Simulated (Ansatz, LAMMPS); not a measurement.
# Crystalline Ge, 1728 atoms, one frame of classical dynamics at 700 K, cell scaled from the potential's lattice parameter to the PBE one and held

Cell 34.56 × 34.56 × 34.56 Å, Ge1728, 1728 atoms. Prepared with Tersoff's 1989 multicomponent potential (SiCGe.tersoff) (LAMMPS): 30 ps at 700 K at fixed volume, last frame. 

The numbers are results of PBE, support functions at accuracy medium on the grid of 370 eV (norm-conserving potentials; Ansatz, a quantum-chemistry and plane-wave program), not measurements.

Basis: localised support functions (accuracy medium) on a full density matrix. k-points: zone centre alone; occupations: Fermi-Dirac, 0.060 eV; spin polarisation not allowed. Scalar-relativistic, no spin-orbit coupling.

```json
{
 "energy of this one frame (with the electrons' smearing term) over the static perfect crystal, per atom": "58 meV/atom",
 "electronic_character_of_the_cell": "no gap resolved at this smearing",
 "coordination (neighbours within 2.899 Å)": "100.0 % 4-fold",
 "Ge-Ge bonds, mean ± spread": "2.500 ± 0.081 Å",
 "bond angles, mean ± spread": "109.4° ± 4.0°",
 "pressure (static part)": "0.64 GPa",
 "cost_of_the_final_run": "roughly 3 core-hours, 12 SCF iterations, 34 GiB"
}
```
